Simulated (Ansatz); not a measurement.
# BeSe, response to strain

Start from BeSe in the zinc blende structure (space group F-43m, No. 216; a = 5.082 Å). Axes: x, y, z lie along the cube axes.

Strains are applied to the cell and any free atomic positions relax.

Level of theory: LDA in Ansatz (plane waves to 420 eV, PAW, scalar-relativistic without spin-orbit coupling).

Notes on the quantities. energy relative to the base: free energy F.

| uniaxial strain ε_zz (%) | energy relative to the base (meV/atom) |
|---|---|
| 0 | 0.0 |
| 0.5 | 0.2 |
| 1 | ? |
| 1.5 | 1.6 |
| 2 | 2.8 |
| 2.5 | 4.4 |
| 3 | 6.3 |

Q: Fit ΔE = Aε² + Bε³ (ε in %) to the rows shown and predict the withheld row.

A: Least squares on the printed values gives A = 0.714 and B = -0.0046 meV/atom (largest residual 0.0 meV/atom); this predicts 0.7 meV/atom, and the run gives 0.7 meV/atom, in agreement.

Whether these cells are dynamically stable was not tested.

Ansatz is a first-principles code.
